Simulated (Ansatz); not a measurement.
# What isotropic strain +2.00 % does to CdF2

The parent structure is CdF₂ in the fluorite structure (space group Fm-3m, No. 225; a = 5.481 Å).

The change: every lattice vector is stretched by 2.00 %, atoms relaxed at fixed cell.

Method: PBE/PAW in Ansatz (an electronic-structure program), no spin-orbit coupling. k-mesh 10×10×10 (Γ-centred); smearing 0.05 eV (Fermi–Dirac).

```csv
quantity,base,changed,shift
space group,Fm-3m (No. 225),Fm-3m (No. 225),–
shortest interatomic distance,237.4 pm,242.1 pm,+4.7 pm
energy relative to the base (free energy F),0 meV/atom,+13 meV/atom,+13 meV/atom
pressure,0.00 GPa,-4.81 GPa,-4.815 GPa
band gap (an upper bound: an edge found on the path is not a true extremum; the changed cell),2.92 eV,2.71 eV,-0.21 eV
```

Final structure:

```xyz
3
Lattice="0.0000 2.7956 2.7956 2.7956 0.0000 2.7956 2.7956 2.7956 0.0000" Properties=species:S:1:pos:R:3 pbc="T T T"
Cd     0.0000     0.0000     0.0000
F      1.3978     1.3978     1.3978
F      4.1933     4.1933     4.1933
```

Cost of the whole job for the changed cell (relaxation, final SCF and bands): around 11 core-seconds (rough).

No phonon test of stability was made.
